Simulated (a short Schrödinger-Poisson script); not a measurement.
From a short Schrödinger-Poisson script (our own, NumPy): 1D Poisson equation in equilibrium, electrons quantum, Hartree (BenDaniel-Duke, 12 states a valley, the channel's in-plane mass for all, wave functions free to enter the dielectric), parabolic valleys, classical holes, full ionisation, no traps, pinning or gate leakage.

System: symmetric double-gate stack, SiO2 on p-type Si(111), at 400 K.

From the gate side: 3.3 nm SiO2; 2 nm Si, acceptors 1e15 cm⁻³; 3.3 nm SiO2.

The device is made up for the run: typed textbook-type constants, with dimensions and the other settings drawn at random. SiO2: permittivity 3.9, conduction-band edge (eV) 3.15, gap (eV) 9, electron mass (mₑ) 0.5. Si: permittivity 11.7, conduction-band edge (eV) 0, gap (eV) 1.124, Nv at 300 K (cm⁻³) 3.1e19.

Channel valleys (confinement mass, in-plane density-of-states mass, number): Δ6 0.258, 0.358, 6. At the gates, both at one voltage, the conduction-band edge of layer 1 lies 3.52 eV − eVg above the Fermi level of the channel. Gaps are held at their typed values at every temperature. Mesh 0.03 nm at interfaces.

**Question.** Give the sheet density of all electrons at Vg = 0.75 V (cm⁻²); the capacitance of both gates at Vg = 2.55 V (μF/cm²); the lowest subband against the Fermi level at Vg = 2.55 V (meV).

**Answer.** sheet density of all electrons at Vg = 0.75 V (cm⁻²): 3.02e12; capacitance of both gates at Vg = 2.55 V (μF/cm²): 1.95; lowest subband against the Fermi level at Vg = 2.55 V (meV): -6.4.
